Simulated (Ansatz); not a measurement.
An Ansatz (a quantum-chemistry and plane-wave program) run: PtSe2 with a change (biaxial strain +3.00 %, plane normal [001], relaxed out of plane); PBE-D3(BJ)/PAW in Ansatz, no spin-orbit coupling.

Input:

Ansatz 0.2 input:
```yaml
crystal:
  lattice:
    - [3.8853943901, 0, 0]
    - [1.942697195, 3.3648502455, 0]
    - [0, 0, 4.7488370015]
  atoms:
    - { symbol: Pt, position: [0, 0, 0] }
    - { symbol: Se, position: [0.3333333333, 0.3333333333, 0.2654973339] }
    - { symbol: Se, position: [0.6666666667, 0.6666666667, 0.7345026661] }
basis: { ecutwfc: 420, ecutrho_ratio: 4, xc_grid: 2, fft_grid_basis: typed }
kpoints: { mp_grid: { grid: [18, 18, 12] } }
hamiltonian:
  xc: pbe
  dispersion: d3bj
  pseudopotentials: { kind: paw }
scf: { occupations: { method: fermi_dirac, width: 0.1 } }
relax: { f_tol: 0.005, max_steps: 50, cell: { stress_tol: 0.01, fix: [a, b, gamma] } }
output: { forces: true, stress: true }
checkpoint: { write: state.ck, write_every: 1000 }
```

Output (explanatory and most iteration lines left out):

```
Relaxation: its limit of steps is 50 (relax.max_steps)
Pseudopotential: Pt, paw, valence charge 18
Pseudopotential: Se, paw, valence charge 16
Crystal: 3 atoms, lattice volume = 62.085 Å³
Basis set: ecut = 420 eV, 1263 PW (Γ), exchange–correlation on 54×54×64 points (8 copies of the dense FFT grid, shifted against one another)
Bands: 30, of which v1, the nominal top of the filled ones, is band 25 counted from 1 (24 counted from 0)
Symmetry: 12 space group operations
Space group: P-3m1 (ITA 164), of the structure as read, at distance tolerance 4.0e-5 Å
k-points: 394 of 3888
Functional: x = pbe(κ = 0.804, μ = 0.2195149727645171), c = pbe(β = 0.06672455060314922)
SCF iter   1: F=—  HF=-23463.663415 eV  |F-HF|=—  |Δ(HF+E_count)|=         —  Δρ=2.72e-3  dr2=4.30e-3  ethr=1.77e-3  ⟨swp⟩=5.3  Hψ=44647  notcnv=0
SCF iter   2: F=—  HF=-23463.665371 eV  |F-HF|=—  |Δ(HF+E_count)|=   1.96e-3  Δρ=1.67e-3  dr2=2.44e-3  ethr=8.59e-6  ⟨swp⟩=2.0  Hψ=21649  notcnv=0
SCF 1 converged in 6 iterations: F = -23463.664934 eV  dr2 = 2.89e-9
relax step   1: F+E_penalty+E_count = -23463.66493446 eV  Δ(F+E_penalty+E_count) = +0.000e0 eV  max|allowed force component| = 3.520e-1 eV/Å  Δτ_max = 0.0000 Å  P = -6.077 GPa  Ω = 62.085 Å³  fix = [a, b, gamma]  reactions: a -7.620, b -7.620 GPa  (6 SCF iters, dr2 threshold 1.00e-7 eV, accepted)
[... steps on the carried basis left out ...]
relax step   5: F+E_penalty+E_count = -23463.68328878 eV  Δ(F+E_penalty+E_count) = -3.643e-5 eV  max|allowed force component| = 8.960e-4 eV/Å  Δτ_max = 0.0027 Å  P = -3.675 GPa  Ω = 60.652 Å³  energy of the carried Pulay correction = +2.712e-4 eV  fix = [a, b, gamma]  reactions: a -5.509, b -5.509 GPa  (4 SCF iters, dr2 threshold 2.84e-8 eV, accepted)
Crystal: 3 atoms, lattice volume = 60.652 Å³
SCF iter   1: F=—  HF=-23463.683012 eV  |F-HF|=—  |Δ(HF+E_count)|=         —  Δρ=4.47e-5  dr2=1.94e-7  ethr=8.99e-8  ⟨swp⟩=3.0  Hψ=73111  notcnv=0
SCF iter   2: F=—  HF=-23463.683032 eV  |F-HF|=—  |Δ(HF+E_count)|=   1.96e-5  Δρ=8.42e-6  dr2=2.14e-8  ethr=3.88e-10  ⟨swp⟩=2.0  Hψ=21721  notcnv=0
SCF 6 converged in 6 iterations: F = -23463.683032 eV  dr2 = 3.20e-13
SCF converged after 6 iterations
Free energy (F): -23463.683032 eV
Internal energy: -23463.657598 eV  (E = F + TS)
E sigma→0 (E₀):  -23463.670315 eV
Entropy (-TS):   -0.025434 eV (-8.478 meV/atom)
Fermi energy:    13.131247 eV
  E_disp       = -1.440363  (pairwise vdW)
--- Forces (eV/Å), atoms counted from 1 ---
  atom   1  Pt    -0.00000000    -0.00000000     0.00000000
  atom   2  Se    -0.00000000     0.00000000     0.00089981
  atom   3  Se     0.00000000    -0.00000000    -0.00089981
--- Stress (GPa, compression-positive) ---
       -5.504186      -0.000000      -0.000000
       -0.000000      -5.504186      -0.000000
       -0.000000      -0.000000      -0.008427
  P = ⅓ Tr σ = -3.6723 GPa (-36.723 kbar)
--- Relaxed structure (5 steps of the walk, 4 accepted, 1 SCFs on fresh bases) ---
  cell:  # Å, volume = 60.6522 Å³
    - [3.885394390072203, 2.886747926467108e-11, 4.446430443315354e-19]
    - [1.9426971950111016, 3.3648502455385065, -1.2147873883457846e-18]
    - [5.434550857527002e-19, -2.028201991600402e-18, 4.639226484693501]
  atoms:
    - { symbol: Pt, position: [-2.7272114061254095e-35, 1.7588367365813252e-34, 0.0] }
    - { symbol: Se, position: [0.33333333333333326, 0.3333333333333333, 0.2627769884262211] }
    - { symbol: Se, position: [0.6666666666666665, 0.6666666666666666, 0.737223011573779] }
```

Stability against distortions was not tested. All final runs are without spin polarisation. The cell was made from PtSe2 in the CdI2 type structure (space group P-3m1, No. 164; layered) by this change: biaxial strain +3.00 %, plane normal [001], relaxed out of plane.
